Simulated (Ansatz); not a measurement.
Ansatz (a first-principles code) run on HfPt3 (P4mm, 4 atoms in the cell): self-consistent single point.

Level of theory: LDA (PW92), default PAW files made with PBE (plane waves; Ansatz).

```
HfPt3
1.0
    4.02246     0.00000     0.00000
    0.00000     4.02246     0.00000
    0.00000     0.00000     4.02246
Hf Pt
1 3
Direct
  0.00000   0.00000   0.01243
  0.50000   0.50000   0.00000
  0.00000   0.50000   0.50000
  0.50000   0.00000   0.50000
```

Reference input (self-consistent single point, DFT, LDA (PW92), plane waves, default PAW files made with PBE): basis.ecutwfc = 420 eV; kpoints.mp_grid.grid = 8 8 8; hamiltonian.xc = lda; hamiltonian.pseudopotentials = {kind: paw} (the program's default PAW files); scf.occupations.method = gaussian; scf.occupations.width = 0.1 eV. This run's input differs from it in these lines:

Ansatz 0.2 input:
```diff
@@ -14,3 +14,3 @@
 kpoints:
-  mp_grid: { grid: [8, 8, 8] }
+  mp_grid: { grid: [13, 13, 13] }
 hamiltonian:
@@ -19,3 +19,3 @@
 scf:
-  occupations: { method: gaussian, width: 0.1 }
+  occupations: { method: cold, width: 0.01 }
 output:
```

Output (repeated stretches shortened):

```
SCF iter   1: F=—  HF=-52216.146578 eV  |F-HF|=—  |Δ(HF+E_count)|=         —  Δρ=6.44e-3  dr2=8.25e-3  ethr=1.77e-3  ⟨swp⟩=5.9  Hψ=29744  notcnv=0
all-band conjugate gradients solve this SCF's bands
preconditioner: auto → Kerker (q_TF=auto, 2.824 Å⁻¹)
SCF iter   2: F=—  HF=-52216.147991 eV  |F-HF|=—  |Δ(HF+E_count)|=   1.41e-3  S|Δr|=    0.00e0  Δρ=3.42e-3  dr2=1.80e-3  ethr=1.03e-5  ⟨swp⟩=2.0  Hψ=15351  notcnv=0  defer=452
   [... lines left out ...]
SCF iter   5: F=—  HF=-52216.147658 eV  |F-HF|=—  |Δ(HF+E_count)|=   1.85e-5  S|Δr|=    0.00e0  Δρ=1.01e-4  dr2=5.87e-6  ethr=2.46e-8  ⟨swp⟩=2.0  Hψ=14212  notcnv=0  defer=452
SCF iter   6: F=—  HF=-52216.147656 eV  |F-HF|=—  |Δ(HF+E_count)|=   1.49e-6  S|Δr|=    0.00e0  Δρ=1.89e-5  dr2=3.53e-7  ethr=7.34e-9  ⟨swp⟩=2.0  Hψ=15187  notcnv=0  defer=452
SCF iter   7: F=-52216.147656 eV  HF=-52216.147656 eV  |F-HF|=1.97e-8  |Δ(HF+E_count)|=   1.27e-7  S|Δr|=    0.00e0  Δρ=4.59e-6  dr2=1.56e-8  ethr=1.25e-10  ⟨swp⟩=7.1  Hψ=34255  notcnv=0
SCF 1 converged in 7 iterations: F = -52216.147656 eV  dr2 = 1.56e-8
Stability not checked (fill_not_monotonic)
Free energy (F): -52216.147656 eV
Internal energy: -52216.147620 eV  (E = F + TS)
E sigma→0 (E₀):  -52216.147644 eV
Entropy (-TS):   -0.000037 eV (-0.009 meV/atom)
Fermi energy:    23.615321 eV
--- Forces (eV/Å), atoms counted from 1 ---
  atom   1  Hf    -0.00000000     0.00000000    -0.28860732
  atom   2  Pt     0.00000000     0.00000000     0.02208162
  atom   3  Pt     0.00000000     0.00000000     0.13326462
  atom   4  Pt     0.00000000     0.00000000     0.13326462
--- Stress (GPa, compression-positive) ---
      -11.669377       0.000000       0.000000
        0.000000     -11.669377       0.000000
        0.000000       0.000000     -11.611763
  P = ⅓ Tr σ = -11.6502 GPa (-116.502 kbar)
  The stress holds the Pulay correction. Without it, at fixed plane waves, as pw.x and ABINIT print it: P = -11.6963 GPa
```

The run converged in 7 iterations. Against the reference run the free energy falls by 1.9 meV/atom, the pressure hardly changes (-11.63 to -11.65 GPa) and the largest force hardly changes (0.288 to 0.289 eV/Å).

The starting cell comes from a database of computed structures (which also holds hypothetical and non-ambient phases and stackings), without a prior relaxation at this level. Its lattice was rescaled by up to half a per cent. One atom was moved a little off its site on purpose. Spin polarisation is off. With a pressure of about -12 GPa the cell is away from its equilibrium volume at this level. Ansatz's pressure includes its estimate of the finite-basis (Pulay) stress.

Cost on one core of a shared machine: roughly 30 s.
